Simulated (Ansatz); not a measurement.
Levels about the gap of amorphous Si₂₄O₅₁Lu₂ (77 atoms in a cell of 1154 Å³, 2.65 g/cm³; zone centre alone, so wide bands show as single levels with stretches between that a denser mesh fills), at the geometry that PBE relaxed, where it gives 0.0 GPa on a denser mesh. The participation number counts the atoms over which a state spreads; weights are charges in smoothed Voronoi cells. The levels come from a single point, so bond lengths are those of that geometry. Method of the levels: PBE, scalar-relativistic without spin-orbit coupling (Ansatz, an electronic-structure program). Sampling: the zone centre alone; Fermi-Dirac width 0.02 eV; no spin polarisation. At PBE the levels at the filled edge of the gap are localised (band-tail or defect states), and the nearest spread-out levels lie 5.1 eV apart at the zone centre.

It comes from a melt-quench run on a machine-learned potential (CHGNet), relaxed afterwards by DFT. O atoms were pushed apart under 1.9 Å during the dynamics, to hinder bonds among them. The hot cell started wider than the set density and was brought back towards it in steps. It is the lowest in DFT energy of 2 quenches. It is a model cell: composition and starting density were chosen by hand, and all elements were melted together. No dispersion term was used. Its density started from a set value of 2.64 and ended at 2.65 g/cm³. Cooling (nominally 400 K/ps over its main leg) ran many orders faster than in experiment, which tends to leave more defects and strain. One small periodic cell is one sample of the glass; other quenches scatter about these values. The volume was free in the relaxation, at fixed shape. Stress components on the final sampling reach 3.1 GPa.

```
E - E(highest filled), eV  filling  participation number        largest on  weight O  weight Lu  weight Si
-------------------------  -------  --------------------  ----------------  --------  ---------  ---------
-0.40                       filled                  11.2   O, 2 neighbours      0.92       0.04       0.04
-0.33                       filled                   4.5   O, 2 neighbours      0.92       0.04       0.04
-0.25                       filled                   6.0   O, 2 neighbours      0.93       0.04       0.03
-0.19                       filled                   5.5   O, 2 neighbours      0.93       0.04       0.03
-0.12                       filled                   5.9   O, 2 neighbours      0.91       0.05       0.04
-0.03                       filled                   7.8   O, 2 neighbours      0.92       0.04       0.04
0.00                        filled                   3.2   O, 2 neighbours      0.93       0.03       0.04
4.38                         empty                  55.4  Lu, 6 neighbours      0.68       0.08       0.24
5.56                         empty                  10.5  Lu, 6 neighbours      0.53       0.33       0.14
5.88                         empty                  28.9  Si, 4 neighbours      0.59       0.04       0.36
6.04                         empty                  32.4  Si, 4 neighbours      0.58       0.08       0.35
6.14                         empty                   8.4  Lu, 6 neighbours      0.50       0.37       0.13
6.35                         empty                  38.4  Lu, 6 neighbours      0.63       0.08       0.30
6.41                         empty                  21.3  Lu, 6 neighbours      0.60       0.20       0.20
```

Most localised among these is the filled level at +0.00 eV, on a O atom, which has 2 neighbours (Si 1.59 Å, Lu 2.09 Å).
